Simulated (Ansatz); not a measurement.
Structure of amorphous Si24O49Cu2 (periodic cell):

```
CELL_PARAMETERS angstrom
     10.68309     0.07446    -0.13560
      0.07446    10.25021    -0.22708
     -0.13560    -0.22708    10.37844
ATOMIC_POSITIONS crystal
  Si 0.77306 0.23909 0.96782
  Si 0.84638 0.18356 0.76457
  Si 0.03889 0.68712 0.66197
  Si 0.29444 0.18865 0.08300
  Si 0.94602 0.95854 0.67996
  Si 0.52757 0.48130 0.59721
  Si 0.48597 0.18699 0.58234
  Si 0.45711 0.04769 0.29986
  Si 0.33119 0.29895 0.82194
  Si 0.29711 0.71310 0.00718
  Si 0.62896 0.60016 0.34995
  Si 0.26128 0.57307 0.49851
  Si 0.51006 0.54448 0.87951
  Si 0.95427 0.37706 0.10017
  Si 0.38990 0.75144 0.29480
  Si 0.90922 0.64034 0.39956
  Si 0.74001 0.00022 0.33484
  Si 0.05457 0.38515 0.37934
  Si 0.91809 0.15444 0.49159
  Si 0.11260 0.49718 0.87479
  Si 0.13681 0.94752 0.09296
  Si 0.68056 0.45678 0.09753
  Si 0.65876 0.93795 0.60966
  Si 0.97755 0.85434 0.21932
  O  0.18664 0.45040 0.42821
  O  0.42082 0.68233 0.90965
  O  0.76774 0.65401 0.34341
  O  0.89071 0.23241 0.07218
  O  0.79575 0.93086 0.68875
  O  0.42863 0.41323 0.87894
  O  0.97141 0.08773 0.77784
  O  0.17374 0.65821 0.59685
  O  0.83044 0.47749 0.12183
  O  0.02981 0.25073 0.45258
  O  0.92866 0.69548 0.54879
  O  0.70427 0.92174 0.45975
  O  0.31042 0.67497 0.39712
  O  0.11333 0.93040 0.25180
  O  0.60703 0.54975 0.49007
  O  0.59087 0.08385 0.63358
  O  0.04614 0.36365 0.22414
  O  0.97599 0.01184 0.53481
  O  0.60640 0.03365 0.26317
  O  0.53763 0.71530 0.30646
  O  0.00123 0.86835 0.06070
  O  0.37322 0.22274 0.68589
  O  0.39514 0.10441 0.16977
  O  0.74503 0.11511 0.86833
  O  0.02466 0.57476 0.76847
  O  0.16323 0.10104 0.07507
  O  0.65448 0.30727 0.04148
  O  0.94037 0.48641 0.41146
  O  0.03149 0.43230 0.98355
  O  0.83592 0.21681 0.61280
  O  0.56234 0.82754 0.63658
  O  0.33066 0.18816 0.92854
  O  0.28954 0.33517 0.14332
  O  0.60667 0.47629 0.23746
  O  0.19672 0.60887 0.95173
  O  0.37841 0.51303 0.58087
  O  0.57520 0.54118 0.73924
  O  0.24531 0.86356 0.01072
  O  0.34377 0.68903 0.15374
  O  0.55663 0.32696 0.57466
  O  0.81612 0.13545 0.37265
  O  0.38593 0.90841 0.31638
  O  0.19788 0.38142 0.80311
  O  0.03442 0.83681 0.72474
  O  0.43768 0.13633 0.43567
  O  0.61710 0.55524 0.99484
  O  0.99099 0.71571 0.29413
  O  0.83813 0.91407 0.24634
  O  0.83392 0.32394 0.84859
  Cu 0.43831 0.40541 0.19846
  Cu 0.48562 0.78758 0.78006
```

Methods: PBE, scalar-relativistic without spin-orbit coupling (Ansatz, a quantum-chemistry and plane-wave program); r2SCAN, scalar-relativistic without spin-orbit coupling (Ansatz); HSE06, scalar-relativistic without spin-orbit coupling (Ansatz). Neutral PBE cell, which sets geometry, pressure and energy: sampling: a 2×2×2 Γ-centred mesh; Fermi-Dirac width 0.02 eV; no spin polarisation. Exact exchange is cut at the faces of this 10 Å cell, which leaves hybrid gaps a finite-size error.

It comes from a melt-quench run on a machine-learned potential (CHGNet), relaxed afterwards by DFT. O atoms were pushed apart under 1.9 Å during the dynamics, to hinder bonds among them. The hot cell started wider than the set density and was brought back towards it in steps. It is the lowest in DFT energy of 2 quenches. It is a model cell: composition and starting density were chosen by hand, and all elements were melted together. No dispersion term was used. Its density started from a set value of 2.34 and ended at 2.32 g/cm³. Cooling (nominally 320 K/ps over its main leg) ran many orders faster than in experiment, which tends to leave more defects and strain. One small periodic cell is one sample of the glass; other quenches scatter about these values. Volume and shape were free in the relaxation.

Task: Give the pressure, the energy against reference phases and the spacing of the highest filled and lowest empty levels.

Result: 
- Pressure on a 2×2×2 Γ-centred mesh: 0.01 GPa
- Largest force and stress component on that mesh (the relaxation ran on the zone centre alone): 0.02 eV/Å and 0.0 GPa
- Energy relative to alpha cristobalite + cuprite (lowest mix at this level among the phases computed, not always the ambient ones): 0.148 eV/atom
- Level gap on a 2×2×2 Γ-centred mesh (PBE): 2.76 eV
- Level gap at the zone centre (PBE): 2.76 eV
- Level gap at the zone centre (r2SCAN): 3.15 eV
- Level gap at the zone centre (HSE06): 4.42 eV
- Distance between the nearest levels spread over more than a fifth of the atoms or a third of the atoms of their main element (six at least) (PBE, zone centre): 5.05 eV

Task: At PBE and the zone centre, how localised are the states just below and above the Fermi level (participation number: the atoms over which a state spreads)?

Result: The highest filled state is spread over 1.7 atoms' worth, largest on Cu75, with weights by element (charge in smoothed Voronoi cells) Cu 0.75, O 0.23, Si 0.02. The lowest empty state is spread over 38.8 atoms' worth, largest on Cu74, with weights by element (charge in smoothed Voronoi cells) O 0.61, Si 0.23, Cu 0.16.

At PBE the levels at the filled edge of the gap are localised (band-tail or defect states), and the nearest spread-out levels lie 5.1 eV apart at the zone centre.

Cut-offs for bonds: Si-Si 2.60 Å, Si-O 1.92 Å, Si-Cu 2.67 Å, O-O 1.58 Å, O-Cu 2.38 Å, Cu-Cu 2.90 Å. Two cations that share two anions don't count as bonded, nor two that share one unless they lie closer than Si-Si 2.38 Å, Si-Cu 2.60 Å, Cu-Cu 2.82 Å.

Added carriers, by PBE, scalar-relativistic without spin-orbit coupling run with Ansatz on the zone centre alone. Charged cells keep the cell fixed and stand in a uniform background, with no image correction, at a width of 0.01 eV; where the count is odd the moment is locked at 1 μB, unless the neutral cell bore moments. Each starts from the undistorted neutral geometry alone. PBE's self-interaction favours spread-out carriers, so it can miss traps that a hybrid finds.

Task: What happens at PBE when the cell takes an extra electron and the atoms relax?

Result: Relaxation lowers the charged cell by 0.06 eV. The largest moves are Cu74 0.12 Å, O57 0.11 Å, O37 0.10 Å, O39 0.09 Å. The level that holds the added charge spreads over 28.0 atoms' worth, most on Cu74 (weight 0.15): a carrier spread over the cell. No bond crosses its cut-off with a change of over 0.15 Å (metal-metal contacts aside). Made neutral again at that geometry, the cell lies +0.11 eV from the neutral start.

Task: What happens at PBE when the cell takes a hole and the atoms relax?

Result: Relaxation lowers the charged cell by 0.20 eV. The largest moves are Cu75 0.09 Å, O61 0.07 Å, O55 0.07 Å, Si23 0.06 Å. The level that was emptied spreads over 2.9 atoms' worth, most on Cu75 (weight 0.51): a localised (trapped) carrier, which neighbours of that atom can share. No bond crosses its cut-off with a change of over 0.15 Å (metal-metal contacts aside). Made neutral again at that geometry, the cell lies +0.20 eV from the neutral start.
